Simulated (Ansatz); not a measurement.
Start from ZnSnAs2 in the chalcopyrite structure (space group I-42d, No. 122).

```
ZnSnAs2
1.0
   -2.91974     2.91974     5.86873
    2.91974    -2.91974     5.86873
    2.91974     2.91974    -5.86873
Sn As Zn
2 4 2
Cartesian
  0.00000   0.00000   5.86873
  2.91974   0.00000   2.93437
  1.30926   1.45987   1.46718
 -1.45987   1.61049   4.40155
  1.61049   1.45987   7.33591
  4.37961   1.30926  -1.46718
  0.00000   0.00000   0.00000
  0.00000   2.91974   2.93437
```

Computed with Kohn–Sham DFT with the PBEsol functional, run in Ansatz (an electronic-structure program) with PAW and 420 eV plane waves, scalar-relativistic without spin-orbit coupling.

Strains are applied to the cell and any free atomic positions relax.

One change was made to it. Results:

The energy goes up by 43 meV/atom; the pressure (mean of the normal stresses, compression positive) goes from zero to 6.9 GPa.

**Question.** Which change produced these results?
A) isotropic strain −3.00 %
B) isotropic strain −2.25 %
C) isotropic strain −0.75 %

**Answer.** A, isotropic strain −3.00 %. For comparison, the energy relative to the base in the other runs: isotropic strain −0.75 % gives +2.5 meV/atom; isotropic strain −2.25 % gives +24 meV/atom.

A case with no gap was solved on a k-mesh chosen for an insulator, which is coarse for it. Whether these cells are dynamically stable was not tested. The final runs are not spin-polarised.
